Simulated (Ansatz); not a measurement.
By LDA and PBEsol, the system below comes out a metal.

Consider the following.

```
CELL_PARAMETERS angstrom
      2.70783     0.00000     0.00000
     -1.35391     2.34505     0.00000
      0.00000     0.00000     4.26810
ATOMIC_POSITIONS crystal
  Ru 0.33333 0.66667 0.25000
  Ru 0.66667 0.33333 0.75000
```

Space group of this cell: P6_3/mmc, hcp (Mg type). The cell is taken as given; by PBEsol its mean pressure is -5.7 GPa.

The current runs along the normal of the first two printed vectors, the (001) plane. All runs by Ansatz (an electronic-structure program), plane waves and PAW, without spin-orbit coupling; the base is PBEsol.

```
run                                                      mean pressure (GPa)  G/A, both spins (10¹⁵ S/m²)
-------------------------------------------------------  -------------------  ---------------------------
base                                                                    -5.7                         1.69
all lengths scaled by 0.98                                              16.8                         1.78
all lengths scaled by 1.02                                             -22.1                         1.61
lda in place of pbesol                                                 -11.7                         1.69
lengths across the current scaled by 0.98, ions clamped                  8.4                          [?]
lengths across the current scaled by 1.02, ions clamped                -16.8                         1.62
lengths along the current scaled by 0.97, ions clamped                   5.7                          [?]
lengths along the current scaled by 1.03, ions clamped                 -14.5                          [?]
```

Problem. Complete the blanks.

Solution. 
- lengths across the current scaled by 0.98, ions clamped, G/A, both spins (10¹⁵ S/m²): 1.75
- lengths along the current scaled by 0.97, ions clamped, G/A, both spins (10¹⁵ S/m²): 1.71
- lengths along the current scaled by 1.03, ions clamped, G/A, both spins (10¹⁵ S/m²): 1.66
